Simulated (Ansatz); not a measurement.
The reference is GaSb in the zinc blende structure (space group F-43m, No. 216; a = 6.1120 Å).

Computed with Kohn–Sham DFT with the PBEsol functional, run in Ansatz (an electronic-structure program) with PAW and 420 eV plane waves, without spin-orbit coupling, earlier PAW set.

Base values:

The volume per atom is 28.54 Å³.

It is then changed as follows: full substitution Sb → Cu, then cell and atoms are relaxed.

Tabulated Pauling electronegativity and covalent radius: Sb 2.05, 1.39 Å; Cu 1.90, 1.32 Å.

Predict the new volume per atom.

The volume per atom shrinks by 8.28 Å³, from 28.54 Å³ to 20.26 Å³.

Stability against distortions was not tested. As relaxed here, GaCu is a hypothetical phase, not in the database extracts checked. The final runs are not spin-polarised.
